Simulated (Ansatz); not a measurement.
# What x(B) = 0.75, 8 atoms, I4/mmm does to HfN

Base system: HfN in the rock salt structure (space group Fm-3m, No. 225; a = 4.5255 Å).

The other end (x = 1) is HfB in the rock salt structure (space group Fm-3m, No. 225; a model cell): 14.04 Å³/atom, gap zero.

It is then changed as follows: B replaces 75.0 % of the N, ordered in a cell of 8 atoms (starting symmetry I4/mmm) and fully relaxed.

All numbers come from DFT with r2SCAN, PAW potentials and a 500 eV plane-wave cutoff in Ansatz (an electronic-structure program), no spin-orbit coupling. Γ-centred 14×14×14 mesh, Fermi–Dirac width 0.05 eV, for the changed cell.

| quantity | base | changed | shift |
|---|---|---|---|
| volume per atom | 11.59 Å³ | 13.31 Å³ | +1.726 Å³ |
| shortest interatomic distance | 226.3 pm | 225.1 pm | -1.2 pm |
| band gap | zero | zero | – |
| deviation of the volume from the linear (Vegard-type) interpolation | – | -0.9 % | – |
| mean first-shell distances | – | N–Hf 2.333 Å (end compound 2.263 Å), B–Hf 2.383 Å (end compound 2.413 Å) | – |

Final structure:

```yaml
crystal:
  lattice:
    - [-2.37432, 2.37432, 4.72256]
    - [2.37432, -2.37432, 4.72256]
    - [2.37432, 2.37432, -4.72256]
  atoms:
    - { symbol: B, position: [0.75000, 0.25000, 0.50000] }
    - { symbol: B, position: [0.25000, 0.75000, 0.50000] }
    - { symbol: N, position: [0.00000, 0.00000, 0.00000] }
    - { symbol: B, position: [0.50000, 0.50000, 0.00000] }
    - { symbol: Hf, position: [0.50000, 0.00000, 0.50000] }
    - { symbol: Hf, position: [0.00000, 0.50000, 0.50000] }
    - { symbol: Hf, position: [0.76172, 0.76172, 0.00000] }
    - { symbol: Hf, position: [0.23828, 0.23828, 0.00000] }
```

Cost of the whole job for the changed cell (relaxation, final SCF and bands): around 13 core-minutes (rough).

Each cell is one ordered arrangement of few atoms, which overstates ordering effects compared with a random alloy. Whether these cells are dynamically stable was not tested. All final runs are without spin polarisation. An odd electron count without spin: HfN and HfB.
